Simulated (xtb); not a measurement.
xtb 6.7.1, GFN2-xTB: C[Si](C)[Te][Si](C)(C)C, charge +1, multiplicity 1, 23 atoms. The geometry is a generated start, not checked to be a minimum at this level.

```yaml
run_flags: --grad
method: GFN2-xTB
"--acc": 1 (default)
"--etemp (K)": 300 (default)
basis_functions: 65
valence_electrons: 48
```

```xyz
23

C      2.7517     1.8417    -0.1394
Si     2.1188     0.1476     0.4232
C      3.1572    -1.2484    -0.3236
Te     0.3282    -0.1913     2.0403
Si    -1.6981    -0.1961     0.3359
C     -1.0753     0.7166    -1.2154
C     -2.0596    -2.0342     0.0337
C     -3.0445     0.7338     1.2884
H      1.9593     2.5865    -0.1526
H      3.2032     1.8109    -1.1300
H      3.5129     2.2021     0.5508
H      3.0544    -1.2890    -1.4069
H      4.2149    -1.1041    -0.1098
H      2.8701    -2.2201     0.0721
H     -0.2525     0.1960    -1.6979
H     -0.7506     1.7276    -0.9876
H     -1.8768     0.7947    -1.9421
H     -2.1014    -2.5894     0.9664
H     -3.0186    -2.1573    -0.4616
H     -1.3063    -2.5007    -0.5973
H     -3.9755     0.7420     0.7294
H     -3.2450     0.2644     2.2466
H     -2.7667     1.7667     1.4772
```

Charge 1 and multiplicity 1 are set for this test and not shown to be the ground state.

One run each on 1 thread. Values of broydamp tried: 0.02, 0.05, 0.1, 0.2, 0.4 (default), 0.6, 0.8, 1.

Task: Predict the course of the SCC iterations along this series.

Result: Fewest SCC iterations: 0.2 with 19. The count rises to 32 at 0.02. All converge to one solution.

| broydamp | SCC iterations | end |
|---|---|---|
| 0.02 | 32 | same solution |
| 0.05 | 25 | same solution |
| 0.1 | 22 | same solution |
| 0.2 | 19 | same solution |
| 0.4 (default) | 21 | same solution |
| 0.6 | 21 | same solution |
| 0.8 | 22 | same solution |
| 1 | 26 | same solution |
